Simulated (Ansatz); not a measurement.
Base system: Ag in the fcc (Cu type) structure (space group Fm-3m, No. 225; a = 4.001 Å; relaxed with 0.1 eV smearing). Axes: x, y, z lie along the cube axes.

The values are results of LDA, PAW, 420 eV (Ansatz, a quantum-chemistry and plane-wave program; no spin-orbit coupling), not measurements.

Before the change:

| Item | Result |
|---|---|
| Volume per atom | 16.01 Å³ |
| Pressure | 0.0 GPa |

One thing is altered: biaxial strain +0.42 %, plane normal [111], relaxed out of plane (Cartesian); in-plane vectors clamped, the third vector and the atoms free.

Question: What happens to the energy relative to the base?

Answer: The energy grows by 0.4 meV/atom.

Question: How does this affect the volume per atom?

Answer: The volume per atom goes up by 0.08 Å³ to 16.09 Å³.

Question: Estimate the effect on the pressure.

Answer: The pressure (mean of the normal stresses, compression positive) goes from zero to -0.6 GPa.

No phonon test of stability was made.
